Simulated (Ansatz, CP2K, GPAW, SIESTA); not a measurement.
# One structure in several programs: SrZnSbF (P1, 8 atoms in the cell)

Self-consistent single point, at a second geometry (atoms moved at random). First geometry:

```
CELL_PARAMETERS angstrom
      4.35454     0.00000     0.00000
      0.00000     4.35454     0.00000
      0.00000     0.00000     9.47616
ATOMIC_POSITIONS crystal
  Sr 0.00000 0.50000 0.86010
  Sr 0.50000 0.00000 0.13990
  Zn 0.50000 0.50000 0.50000
  Zn 0.00000 0.00000 0.50000
  Sb 0.00000 0.50000 0.32098
  Sb 0.50000 0.00000 0.67902
  F  0.50000 0.50000 0.00000
  F  0.00000 0.00000 0.00000
```

Second geometry:
```
SrZnSbF
1.0
    4.35454     0.00000     0.00000
    0.00000     4.35454     0.00000
    0.00000     0.00000     9.47616
Sr Zn Sb F
2 2 2 2
Direct
  0.00364   0.48950   0.85753
  0.48782   0.99664   0.14532
  0.49931   0.49462   0.49908
  0.00100   0.99893   0.49963
  0.99420   0.52499   0.31834
  0.51227   0.00207   0.67557
  0.50756   0.49826   0.00434
  0.99421   0.99499   0.00019
```

Shared settings, as Ansatz (a first-principles code) writes them: kpoints.mp_grid.grid = 5 5 3; scf.occupations.method = gaussian; scf.occupations.width = 0.01 Ry. Potentials and cutoffs stand in the table.

```csv
code,model,ΔF from the first geometry (meV/atom),pressure (GPa),largest force (eV/Å),cutoff
SIESTA,"LDA PW92, numerical atomic orbitals DZP, PseudoDojo LDA standard norm-conserving potentials (rewritten from UPF to PSML)",6.3,-5.63,0.652,grid 350 Ry
Ansatz,"LDA (PW92), PAW files made with PBE",8.9,-5.58,0.629,default
CP2K,"LDA (Pade form), GPW, DZVP-MOLOPT-SR-GTH basis, GTH-PADE potentials (GTH_POTENTIALS)",8.8,-4.76,0.579,grid 600 Ry
GPAW,"LDA (Perdew-Wang 92), GPAW PAW datasets LDA (gpaw-data 1.0.1)",8.5,–,0.652,900 eV
```

Size of the force on each atom (eV/Å): Sizes of forces hide their directions.

```tsv
code	Sr1	Sr2	Zn3	Zn4	Sb5	Sb6	F7	F8
SIESTA	0.301	0.382	0.156	0.278	0.652	0.295	0.183	0.048
Ansatz	0.629	0.605	0.134	0.220	0.609	0.288	0.173	0.105
CP2K	0.579	0.554	0.142	0.234	0.550	0.234	0.163	0.113
GPAW	0.603	0.580	0.131	0.211	0.652	0.332	0.174	0.102
```

A dash marks a value that a program does not give, or that is left out as unsure.

On Ansatz's run: spin-orbit coupling is off.

The spread over the programs that give each value: ΔF from the first geometry within 2.6 meV/atom; pressure within 0.87 GPa; largest force within 0.073 eV/Å.

SIESTA and CP2K use small atom-centred bases, whose incompleteness enters pressures, forces and empty levels differently from a plane-wave cutoff. Ansatz's pressure is given at a fixed set of plane waves, as the other plane-wave codes print theirs; with its correction for the finite basis it is -5.44 GPa. The pressure of GPAW is left out: its cutoff lies under the one at which its stress was checked. In the force vectors, SIESTA (by 0.366) and CP2K (by 0.110) lie more than 0.08 eV/Å from the median of the plane-wave programs.

The starting cell comes from a database of computed structures (which also holds hypothetical and non-ambient phases and stackings), without a prior relaxation at this level. For this run, on top of that: atoms moved at random.

Keys are those of Ansatz 0.2.
